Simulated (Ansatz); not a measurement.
ZnO: Zn interstitial (started 1.98 Å from the nearest host atom), symmetric start

Base system: a 16-atom supercell of ZnO in the wurtzite structure (space group P6_3mc, No. 186; a = 3.2352 Å, c = 5.2114 Å) at its relaxed geometry.

One thing is altered: a neutral Zn interstitial (started 1.98 Å from the nearest host atom), symmetric start, atoms relaxed at fixed cell.

The values are results of r2SCAN (Ansatz, an electronic-structure program), scalar-relativistic without spin-orbit coupling, not measurements. Settings: 6×6×6 k-points, 0.01 eV Fermi–Dirac smearing.

```json
[
 {"quantity": "pressure", "base": "0.0 GPa", "changed": "15.9 GPa", "shift": "+15.9 GPa"},
 {"quantity": "largest displacement of a host atom from its site in the perfect cell", "base": "–", "changed": "0.14 Å", "shift": "–"},
 {"quantity": "final site of the added atom", "base": "–", "changed": "3 O at 2.07 Å (trigonal pyramidal)", "shift": "–"}
]
```

The magnetic state is the one reached from the starting moments; the real material's order can differ, and small cells can't hold many antiferromagnetic ones. The cell is small, so the values are those of an ordered compound at a high defect concentration; dilute-limit values will differ. The defect started on the symmetric site and kept its symmetry, so it may sit on a saddle. Starting moments died away, wholly or in part, for Zn interstitial (started 1.98 Å from the nearest host atom); another magnetic solution may exist. The defect cell is spin-polarised and ends with 0.0 μB.
